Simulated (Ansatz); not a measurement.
hcp Gd was calculated with PBE0 in Ansatz (PAW).

Input file:

Ansatz 0.2 input:
```yaml
crystal:
  lattice:
    - [1.81685, -3.146877, 0.0]
    - [1.81685, 3.146877, 0.0]
    - [0.0, 0.0, 5.7821]
  atoms:
    - { symbol: Gd, position: [0.33333333, 0.66666667, 0.25], spin: 7.0 }
    - { symbol: Gd, position: [0.66666667, 0.33333333, 0.75], spin: 7.0 }
basis:
  ecutwfc: 460
  ecutrho_ratio: 4
  xc_grid: 2
kpoints:
  mp_grid: { grid: [9, 9, 6] }
hamiltonian:
  xc: pbe0
  dispersion: none
  pseudopotentials: { kind: paw }
scf:
  occupations: { method: fermi_dirac, width: 0.05 }
  convergence: { dr2_threshold: 0.0000000002 }
output:
  forces: true
  stress: true
  eigenvalues: true
magnetization:
  spin_polarized: true
```

The run printed, among other lines:

```
WARN output.stress: scf.exx.energy_threshold = 1e-6 eV is looser than the 2e-8 eV advised for a stress under a hybrid functional (1e-8 eV for each atom of the …
Crystal: 2 atoms, lattice volume = 66.117 Å³
Basis set: ecut = 460 eV, 1461 PW (Γ), exchange–correlation on 54×54×90 points (8 copies of the dense FFT grid, shifted against one another)
Bands: 30, of which v1, the nominal top of the filled ones, is band 18 counted from 1 (17 counted from 0)
Symmetry: 24 space group operations
Space group: P63/mmc (ITA 194), of the structure as read, at distance tolerance 4.0e-5 Å
k-points: 48 of 486
Initial density: superposition of atomic densities (chi_scale 0.1, normalization cell)
Functional: x = pbe(κ = 0.804, μ = 0.2195149727645171), c = pbe(β = 0.06672455060314922), warm-up for x = 0.75 pbe(κ = 0.804, μ = 0.2195149727645171) + 0.25 exact, c = pbe(β = 0.06672455060314922)
spin=Collinear: Kerker preconditioning applied to the charge; magnetization (m = ρ↑ − ρ↓) channel mixes plain (no charge-response kernel on spin).
SCF 1 converged in 18 iterations: F = -18664.451736 eV  dr2 = 4.35e-12
Crystal: 2 atoms, lattice volume = 66.117 Å³
Initial density: handed on by an earlier stage of this run
Functional: x = 0.75 pbe(κ = 0.804, μ = 0.2195149727645171) + 0.25 exact, c = pbe(β = 0.06672455060314922)
spin=Collinear: Kerker preconditioning applied to the charge; magnetization (m = ρ↑ − ρ↓) channel mixes plain (no charge-response kernel on spin).
  ...
SCF 14 converged in 7 iterations: F = -18666.490889 eV  dr2 = 7.20e-11
Crystal: 2 atoms, lattice volume = 66.117 Å³
spin=Collinear: Kerker preconditioning applied to the charge; magnetization (m = ρ↑ − ρ↓) channel mixes plain (no charge-response kernel on spin).
SCF 15 converged in 7 iterations: F = -18666.491347 eV  dr2 = 9.62e-11
Crystal: 2 atoms, lattice volume = 66.117 Å³
spin=Collinear: Kerker preconditioning applied to the charge; magnetization (m = ρ↑ − ρ↓) channel mixes plain (no charge-response kernel on spin).
SCF 16 converged in 10 iterations: F = -18666.492833 eV  dr2 = 8.74e-11
Crystal: 2 atoms, lattice volume = 66.117 Å³
spin=Collinear: Kerker preconditioning applied to the charge; magnetization (m = ρ↑ − ρ↓) channel mixes plain (no charge-response kernel on spin).
SCF 17 converged in 8 iterations: F = -18666.493297 eV  dr2 = 1.06e-12
Crystal: 2 atoms, lattice volume = 66.117 Å³
SCF 18 converged in 6 iterations: F = -18666.494263 eV  dr2 = 1.60e-12
Crystal: 2 atoms, lattice volume = 66.117 Å³
Crystal: 2 atoms, lattice volume = 66.117 Å³
Crystal: 2 atoms, lattice volume = 66.117 Å³
SCF 21 converged in 6 iterations: F = -18666.495814 eV  dr2 = 4.68e-11
WARN: exact exchange: the loop's filled levels moved by up to 12.98 meV over the last exchange cycle, and those of this SCF, which the run reports only where …
Magnetization: 15.8727 μB (25.9364 up, 10.0636 down)
Free energy (F): -18666.495814 eV
Internal energy: -18666.494208 eV  (E = F + TS)
E sigma→0 (E₀):  -18666.495011 eV
Fermi energy:    12.501168 eV
--- Forces (eV/Å), atoms counted from 1 ---
  atom   1  Gd     0.00000000     0.00000000     0.00000000
  atom   2  Gd     0.00000000    -0.00000000     0.00000000
--- Stress (GPa, compression-positive) ---
        1.647665      -0.000000       0.000000
        0.000000       1.647665       0.000000
        0.000000       0.000000       3.471102
  P = ⅓ Tr σ = 2.2555 GPa (22.555 kbar)
```

The PAW data were made under PBE.

The run is spin-polarised with parallel starting moments, which need not be the measured order.

Note: the run warned that the count of filled bands differs between k points. Note: the state of the 4f shell is in doubt. Note: cell and atoms aren't relaxed at this level (pressure 2.3 GPa).

Ansatz is a first-principles code.
